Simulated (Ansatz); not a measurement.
The parent structure is MgS in the rock salt structure (space group Fm-3m, No. 225; a = 5.1820 Å).

Now apply this change: an isotropic linear strain of −1.89 %, atoms relaxed at fixed cell.

Levels (all Ansatz, a quantum-chemistry and plane-wave program, PAW): PBEsol (420 eV, no spin-orbit coupling); r2SCAN (500 eV, no spin-orbit coupling); HSE06 (420 eV, spin-orbit coupling left out).

One geometry, relaxed with PBEsol, under each level:

Notes on the quantities. hole mass: degenerate bands, along [100].

| level | band gap | lowest conduction level above the VBM at special points | electron mass | hole mass | pressure |
|---|---|---|---|---|---|
| PBEsol | 2.84 eV | X 2.84 eV; K 3.89 eV; U 3.89 eV; Γ 4.16 eV | 0.54 mₑ along k, 0.29 mₑ across (at X) | 0.26, 0.86, 0.86 mₑ (at Γ) | 50.2 kbar |
| r2SCAN | 3.61 eV | X 3.61 eV; K 4.63 eV; U 4.63 eV; Γ 5.25 eV | 0.54 mₑ along k, 0.31 mₑ across (at X) | 0.29, 0.87, 0.87 mₑ (at Γ) | 63.7 kbar |
| HSE06 | 3.97 eV | X 3.97 eV; K 5.05 eV; U 5.05 eV; Γ 5.44 eV | – | – | – |

Single points use the geometry relaxed with PBEsol. Their cutoffs differ, which shifts pressures a little. HSE06 was sampled on its mesh, a few special points and the semilocal edge points, so its gap is an upper bound. Masses are band curvatures over ±0.01 Å⁻¹ around the edge. Along k means along the line from Γ to the band edge. Stability against distortions was not tested.
